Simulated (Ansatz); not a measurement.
# K2S in the anti-fluorite structure (space group Fm-3m, No. 225)

Space group Fm-3m (No. 225); a = b = c = 7.3360 Å, α = β = γ = 90.00°

| atom | site | symmetry | x | y | z |
|---|---|---|---|---|---|
| K | 8c | -43m | 0.2500 | 0.2500 | 0.2500 |
| S | 4a | m-3m | 0.0000 | 0.0000 | 0.0000 |
(The calculation used a cell of 3 atoms; values per cell refer to that cell.)

Calculations: Kohn–Sham DFT with the PBEsol functional, run in Ansatz (a quantum-chemistry and plane-wave program) with PAW and 420 eV plane waves, no spin-orbit coupling. Γ-centred 8×8×8 mesh, Fermi–Dirac width 0.05 eV.

```yaml
volume_per_atom: 32.90 Å³
density: 1.86 g/cm³
band_gap: 2.35 eV, indirect, X → Γ
electron_mass: 0.35 mₑ
Lowest conduction-band minima above the VBM: Γ 2.35 eV; X along ⟨100⟩ 3.42 eV
total_energy: -1306.730 eV/atom (σ→0; compares only within this code and set-up)
```

Effective masses come from finite differences of ±0.01 Å⁻¹. No phonon test of stability was made.
